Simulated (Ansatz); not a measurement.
H interstitial started at a bond centre in zinc-blende BAs (start: bond centre of B and As, 2.08 Å; 64-site cell, 2×2×2 shifted sampling). Level of theory: PBE, PAW (plane waves to 420 eV; Ansatz, an electronic-structure program). Total energies of the localised charge states, counted from that of charge +1, and their image corrections (point charge with alignment); the host's valence-band maximum lies at 10.804 eV on the cells' energy zero and its gap is 1.20 eV.

```tsv
charge	moment (μB)	E − E(first) (eV)	correction (eV)
+1	not spin-polarised	0.000	0.209
0	1.0	11.365	0.000
−1	not spin-polarised	23.066	0.151
```

**Question.** Derive the transition levels above the valence-band maximum and say which of them are thermodynamic.

**Answer.** A level is the Fermi energy at which two charges have equal formation energy: ε(q/q′) = [E(q′) + corr(q′) − E(q) − corr(q)] / (q − q′) − E_VBM.
ε(+1/0) = [(11.365 + 0.000) − (0.000 + 0.209)] / 1 − 10.804 = 0.35 eV
ε(0/−1) = [(23.066 + 0.151) − (11.365 + 0.000)] / 1 − 10.804 = 1.05 eV
Thermodynamic levels at least 0.1 eV inside the gap: (+1/0) at 0.35 eV; (0/−1) at 1.05 eV. They hold to tenths of an eV in this cell. Only the charges listed were compared. The geometries come from one start. Flagged in the runs: a doubtful potential alignment, a strain field that reaches the edge of the cell.
